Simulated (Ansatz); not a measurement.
Consider BiPt in the NiAs type structure (space group P6_3/mmc, No. 194; a = 4.361 Å, c = 5.493 Å; relaxed with 0.1 eV smearing). Axes: x lies along a and z along c of the hexagonal cell.

Level of theory: Ansatz (an electronic-structure program), PBEsol, PAW, cutoff 420 eV, no spin-orbit coupling.

For the base:

```
Quantity                        Result
-----------------------------  -------
Pressure                       0.0 GPa
Shortest interatomic distance  2.746 Å
Band gap                          zero
```

Now apply this change: the cell is compressed by 0.63 % along z with no lateral relaxation; the atoms relax in the strained cell.

Q: How does this affect the energy relative to the base, pressure, shortest interatomic distance and band gap?

A: The energy grows by 0.6 meV/atom; the pressure (mean of the normal stresses, compression positive) goes from zero to 0.9 GPa; the shortest interatomic distance shrinks by 0.017 Å (2.746 Å → 2.729 Å); the band gap remains zero.

Whether these cells are dynamically stable was not tested. All final runs are without spin polarisation.
